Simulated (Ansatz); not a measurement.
Cost and result by functional for the surface energy of the (110) surface of zinc-blende ZnSe in its 1x1 cell (cut with top plane Se + Zn, bottom plane Se + Zn), outermost plane spacing 2.03 Å in the ideal cut, in Ansatz (plane waves, PAW). Single points on the PBE structure, on one kind of machine; costs are rough ratios of the slab run's core time (references not counted) to the cheapest single point. r2SCAN's cost holds its higher cutoff (500 against 420 eV). Differences are taken against HSE06 for comparison alone: no measured value is at hand, so the table doesn't rank accuracy. HSE06 ran on a coarser k-mesh, which lowers its cost and carries part of its shift.

Set-up: 14 atoms, Se7Zn7, 12.2 Å thick at the start; mesh 6x5x1; 0.025 eV smearing; dipole correction on; all atoms relaxed; symmetry of the start imposed; no spin, no spin-orbit, no U. These notes are the PBE run's.

```tsv
functional	relative cost	surface energy (J/m²)	less HSE06 (J/m²)
LDA	1	0.50	0.14
PBEsol	1	0.41	0.05
RPBE	1	0.21	-0.15
r2SCAN	2	0.42	0.07
HSE06	10	0.36	0.00
PBE (the relaxed run's value)	–	0.31	-0.04
```

The values span 0.29 J/m², while the single points' costs differ by a factor of roughly 10. Differences are of unrounded values.

Ansatz is an electronic-structure program.
